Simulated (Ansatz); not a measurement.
The parent structure is AlRu in the CsCl type structure (space group Pm-3m, No. 221; a = 2.977 Å; relaxed with 0.1 eV smearing). Axes: x, y, z lie along the cube axes.

All numbers come from plane-wave PAW DFT at the PBEsol level (Ansatz, a program for electronic structure, 420 eV), without spin-orbit coupling.

For the base:

The shortest interatomic distance is 2.578 Å and the pressure comes out as 0.0 GPa.

One thing is altered: uniaxial strain ε_zz = −1.00 %, all other strain components held at zero; the atoms relax in the strained cell.

**Question.** Estimate the effect on the energy relative to the base, shortest interatomic distance and pressure.

**Answer.** The energy grows by 1.4 meV/atom; the shortest interatomic distance shrinks by 0.0086 Å (2.578 Å → 2.570 Å); the pressure (mean of the normal stresses, compression positive) goes from zero to 2.3 GPa.

Stability against distortions was not tested. All final runs are without spin polarisation.
